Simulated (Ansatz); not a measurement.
## rock-salt MgO (1 1 0) on 3C silicon carbide (1 1 0) (film strained to the substrate, faces as cut)

A periodic stack without vacuum, rock-salt MgO (1 1 0) on 3C silicon carbide (1 1 0) (film strained to the substrate, faces as cut): substrate slab C10Si10, film Mg8O8, surface cells [[0, -1], [1, -1]] and [[0, -1], [1, -1]], film strained by +3.0 and +3.0 %, faces CSi/CSi and MgO/MgO as cut (like faces can put a slab off its formula).

The start was prepared with a machine-learned potential, and the result is one local minimum, with the in-plane cell held and forces under 0.04 eV/Å; the film can end far from its bulk form.

The numbers are results of PBE (plane waves to 420 eV, PAW; Ansatz, a quantum-chemistry and plane-wave program), not measurements. Scalar-relativistic, without spin–orbit coupling; PBE gaps are too small against experiment. Its k-point mesh 9×5×1, Fermi–Dirac width 0.05 eV.

```
Property                                                                                            Value
--------------------------------------------------------------------------------  -----------------------
interface area                                                                                    13.6 Å²
period                                                                                            27.49 Å
gaps between the outermost planes at the two interfaces                                   1.60 and 1.60 Å
C–Mg contacts across the interfaces within 1.22 times the sum of covalent radii            4, mean 2.38 Å
O–Si contacts across the interfaces within 1.22 times the sum of covalent radii            2, mean 1.77 Å
Mg–Si contacts across the interfaces within 1.22 times the sum of covalent radii           2, mean 2.48 Å
spin-polarised check at this geometry                                             falls back to no moment
```

```xyz
36
Lattice="3.0968 0.0002 0.0829 3.0968 4.3802 0.0273 2.3447 0.3501 27.5631" Properties=species:S:1:pos:R:3 pbc="T T T"
C      4.3927     1.5108     0.8643
C      5.9004     3.7539     2.3943
C      4.3105     1.5644     3.9492
C      5.8185     3.7779     5.4982
C      4.2293     1.6060     7.0409
C      5.7375     3.8157     8.5951
C      4.1483     1.6470    10.1377
C      5.6563     3.8527    11.6870
C      4.0663     1.7020    13.2415
C      5.5740     3.8776    14.7723
Si     4.3521     4.8425     2.3420
Si     2.8428     2.5672     0.8703
Si     4.2700     4.8731     5.4500
Si     2.7624     2.6570     3.8865
Si     4.1891     4.9103     8.5457
Si     2.6812     2.7005     6.9797
Si     4.1079     4.9454    11.6390
Si     2.6003     2.7420    10.0753
Si     4.0275     4.9324    14.6566
Si     2.5181     2.7904    13.1833
Mg     5.4891     1.0476    17.8476
Mg     7.0758     3.1520    16.4688
Mg     5.4031     1.1034    20.8439
Mg     6.9934     3.2738    19.4032
Mg     5.3177     1.1401    23.8137
Mg     6.9078     3.3128    22.3730
Mg     5.2357     1.0932    26.7502
Mg     6.8218     3.3333    25.3696
O      3.9813     1.1648    16.3690
O      5.4868     3.2641    17.8907
O      3.8976     1.0838    19.3079
O      5.4023     3.2934    20.8435
O      3.8119     1.1219    22.2906
O      5.3166     3.3313    23.8259
O      3.7278     1.1680    25.2430
O      5.2334     3.4872    26.7616
```
